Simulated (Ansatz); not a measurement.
Consider MoS2 (space group P6_3/mmc, No. 194; a = 3.1090 Å, c = 11.7090 Å; layered, stacked along the Cartesian z axis). Axes: x lies along a and z along c of the hexagonal cell.

Computed with PBEsol-D3(BJ)/PAW in Ansatz (a first-principles code), no SOC.

Base values:

```
Item        Value
--------  -------
Band gap  0.52 eV
```

It is then changed as follows: the cell is stretched by 1.80 % along x with no lateral relaxation, atoms relaxed at fixed cell.

### Question
What happens to the largest internal atomic displacement?

### Answer
The largest internal atomic displacement is 0.013 Å.

### Question
What happens to the stress?

### Answer
The stress (xx, yy, zz, yz, xz, xy; compression positive) comes out as (-4.28, -1.07, -0.29, 0.00, 0.00, 0.00) GPa.

### Question
What happens to the energy relative to the base?

### Answer
The energy rises by 4.0 meV/atom.

### Question
Estimate the effect on the band gap.

### Answer
The band gap grows by 0.03 eV (0.52 eV → 0.55 eV).

The cells carry an imposed strain or load. Whether these cells are dynamically stable was not tested.
